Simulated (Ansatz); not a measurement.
Take SnO2 in the rutile structure (space group P4_2/mnm, No. 136; a = 4.828 Å, c = 3.238 Å) as the base.

The other end (x = 1) is SiO$_{2}$ in the rutile structure (space group P4_2/mnm, No. 136): 8.05 Å³/atom, gap 5.04 eV.

Method: PBE/PAW in Ansatz (an electronic-structure program), no SOC.

Si replaces a fraction x of Sn; each row is one arrangement (x, atoms in the cell, starting space group or random), fully relaxed.

One change was made to it. Results:

The mixing energy amounts to +74 meV/atom; the shortest interatomic distance decreases by 0.2668 Å to 1.823 Å; the deviation of the volume from the linear (Vegard-type) interpolation is -1.1 %.

Q: Which of these changes matches the shifts?
A. x(Si) = 0.75, 12 atoms, C2/m
B. x(Si) = 0.5, 12 atoms, Pmn2_1
C. x(Si) = 0.25, 12 atoms, C2/m
D. x(Si) = 0.5, 12 atoms, P2_1/c
E. x(Si) = 0.5, 12 atoms, Pmmm

A: C, x(Si) = 0.25, 12 atoms, C2/m. For comparison, the mixing energy in the other runs: x(Si) = 0.5, 12 atoms, Pmmm gives +0.242 eV/atom; x(Si) = 0.5, 12 atoms, Pmn2_1 gives +144 meV/atom; x(Si) = 0.75, 12 atoms, C2/m gives +96 meV/atom; x(Si) = 0.5, 12 atoms, P2_1/c gives +95 meV/atom.

These are small ordered cells, not random alloys; other orderings at the same x differ. No phonon test of stability was made.
